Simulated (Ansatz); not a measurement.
Start from Si in the diamond structure (space group Fd-3m, No. 227; a = 5.434 Å).

Calculations: PBEsol, PAW, 420 eV (Ansatz, a first-principles code; no SOC).

Before the change:

| Property | Result |
|---|---|
| Hole mass | 0.17, 0.26, 0.26 mₑ (at Γ) |
| Valley order | a point along ⟨100⟩, about 1.0 Å⁻¹ from Γ 0.47 eV; L along ⟨111⟩ 1.46 eV |
| Density | 2.33 g/cm³ |
| Shortest interatomic distance | 4.446 bohr |

One thing is altered: a negative pressure, −1 GPa.

Task: How does this affect the hole mass?

Result: The hole mass (degenerate bands, along [100]) changes from 0.17, 0.26, 0.26 mₑ (at Γ) to 0.16, 0.27, 0.27 mₑ (at Γ).

Task: What happens to the valley order?

Result: The valley order (the lowest conduction-band minima on the path, energy above the VBM, named in the base's zone) goes from a point along ⟨100⟩, about 1.0 Å⁻¹ from Γ 0.47 eV; L along ⟨111⟩ 1.46 eV to a point along ⟨100⟩, about 1.0 Å⁻¹ from Γ 0.49 eV; L along ⟨111⟩ 1.42 eV.

Task: What happens to the density?

Result: The density drops by 0.025 g/cm³ to 2.30 g/cm³.

Task: Estimate the effect on the shortest interatomic distance.

Result: The shortest interatomic distance increases by 0.016 bohr to 4.462 bohr.

The levels and masses belong to the bands next to the band gap. Load acts through the strain it causes; cell and atoms are relaxed under it. Effective masses come from finite differences of ±0.01 Å⁻¹. Stability against distortions was not tested.
